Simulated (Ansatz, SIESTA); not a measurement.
One structure in several programs: Ti₆O (P1, 7 atoms in the cell)

Self-consistent single point, at a second geometry (atoms moved at random). First geometry:

```xyz
7
Lattice="5.1048 0.0000 0.0000 -2.5524 4.4209 0.0000 0.0000 0.0000 4.7306" Properties=species:S:1:pos:R:3 pbc="T T T"
Ti     1.7072     2.9569     1.2334
Ti     0.8452     1.4639     3.4972
Ti     1.6904     0.0000     1.2334
Ti     3.4144     0.0000     3.4972
Ti    -0.8452     1.4639     1.2334
Ti    -1.7072     2.9569     3.4972
O      0.0000     0.0000     0.0000
```

Second geometry:
```xyz
7
Lattice="5.1048 0.0000 0.0000 -2.5524 4.4209 0.0000 0.0000 0.0000 4.7306" Properties=species:S:1:pos:R:3 pbc="T T T"
Ti     1.6895     2.9309     1.1758
Ti     0.8299     1.3662     3.5549
Ti     1.7515     0.0255     1.1943
Ti     3.4675    -0.0060     3.4803
Ti    -0.9067     1.4827     1.2776
Ti    -1.7322     2.9691     3.5071
O      0.0053     0.0732     0.0016
```

Shared settings, as Ansatz (a program for electronic structure) writes them: kpoints.mp_grid.grid = 5 5 5; scf.occupations.method = gaussian; scf.occupations.width = 0.05 eV. Potentials and cutoffs stand in the table.

```json
[
 {"code": "SIESTA", "model": "GGA PBEsol, numerical atomic orbitals DZP, PseudoDojo PBEsol standard norm-conserving potentials (rewritten from UPF to PSML)", "ΔF from the first geometry (meV/atom)": "36.1", "pressure (GPa)": "-5.02", "largest force (eV/Å)": "2.162", "cutoff": "grid 300 Ry"},
 {"code": "Ansatz", "model": "PBEsol, PAW files made with PBE", "ΔF from the first geometry (meV/atom)": "34.6", "pressure (GPa)": "-3.10", "largest force (eV/Å)": "2.039", "cutoff": "default"}
]
```

Size of the force on each atom (eV/Å): Sizes of forces hide their directions.

```
code      Ti1    Ti2    Ti3    Ti4    Ti5    Ti6     O7
------  -----  -----  -----  -----  -----  -----  -----
SIESTA  0.631  2.162  0.848  0.786  0.823  0.394  1.558
Ansatz  0.611  2.039  0.836  0.766  0.832  0.385  1.409
```

On Ansatz's run: spin polarisation is off, so a magnetic state, if there is one, cannot be reached.

The spread over the programs that give each value: ΔF from the first geometry within 1.5 meV/atom; pressure within 1.92 GPa; largest force within 0.123 eV/Å.

SIESTA uses small atom-centred bases, whose incompleteness enters pressures, forces and empty levels differently from a plane-wave cutoff. Ansatz's pressure is given at a fixed set of plane waves, as the other plane-wave codes print theirs; with its correction for the finite basis it is -2.99 GPa.

The starting cell comes from a database of computed structures (which also holds hypothetical and non-ambient phases and stackings), without a prior relaxation at this level. For this run, on top of that: atoms moved at random.

Keys are those of Ansatz 0.2.
